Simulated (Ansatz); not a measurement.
We consider cubic perovskite CsPbBr₃ (cubic high-temperature phase), described by PBE+SOC in Ansatz (plane waves, PAW).

Run with plane-wave cutoff 520 eV, 6×6×6 k mesh, Fermi–Dirac smearing 0.01 eV, PAW data made under PBE.

Results at a series of volumes:

```json
[
 {"V (Å³/atom)": "40.521", "E − E_lowest (meV/atom)": "10.02", "P (GPa)": "1.316"},
 {"V (Å³/atom)": "41.383", "E − E_lowest (meV/atom)": "4.28", "P (GPa)": "0.826"},
 {"V (Å³/atom)": "42.245", "E − E_lowest (meV/atom)": "1.03", "P (GPa)": "0.390"},
 {"V (Å³/atom)": "43.107", "E − E_lowest (meV/atom)": "0.00", "P (GPa)": "0.001"},
 {"V (Å³/atom)": "43.970", "E − E_lowest (meV/atom)": "0.95", "P (GPa)": "-0.346"},
 {"V (Å³/atom)": "44.832", "E − E_lowest (meV/atom)": "3.65", "P (GPa)": "-0.655"},
 {"V (Å³/atom)": "45.694", "E − E_lowest (meV/atom)": "7.94", "P (GPa)": "-0.931"}
]
```

Q: What bulk modulus B0 and pressure derivative B′ does a third-order Birch–Murnaghan fit give?

A: V0 = 43.110 Å³/atom, B0 = 18.3 GPa, B′ = 4.7 (fit to the energies at full precision).

Note: the relaxation could not lower the start's symmetry, so the cell can be a saddle point above a distorted one.

Computed values are for the static lattice.

Ansatz is a first-principles code.
